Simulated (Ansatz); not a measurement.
The starting structures come from a database of crystals and need not be the phases stable at ambient conditions.

Inside the gap of an insulator the Bloch states are evanescent, with a wavenumber k + iκ along the transport direction.

```
CELL_PARAMETERS angstrom
      6.46532     0.02466    -0.03047
     -1.26588     6.96803     0.00764
      1.26588    -2.75404     3.40287
ATOMIC_POSITIONS crystal
  Pb 0.27869 0.25000 0.59885
  Pb 0.72131 0.75000 0.40115
  S  0.17263 0.75000 0.66409
  S  0.82737 0.25000 0.33591
  O  0.67642 0.02499 0.21986
  O  0.32358 0.97501 0.78014
  O  0.32358 0.52499 0.33012
  O  0.67642 0.47501 0.66988
  O  0.86824 0.25000 0.98557
  O  0.13176 0.75000 0.01443
```

Space group of this cell: P2_1/m. The cell was relaxed by PBE-D3(BJ); by r2SCAN its mean pressure is -4.1 GPa.

Transport runs along the normal of the first two printed cell vectors.

The gap is the functional's own. No spin-orbit coupling. Mid-gap values are interpolated on the energy grid.

Question: Give the band gap and the smallest decay constant κ at mid-gap that Ansatz (a program for electronic structure) with r2SCAN yields.

Answer: Gap 3.58 eV on a 6×10×10 mesh; κ = 0.399 1/Å, at (-0.167, 0.167) of the in-plane reciprocal vectors. At the zone centre, at the nearest computed energy, the slowest state has κ = 0.42 1/Å.
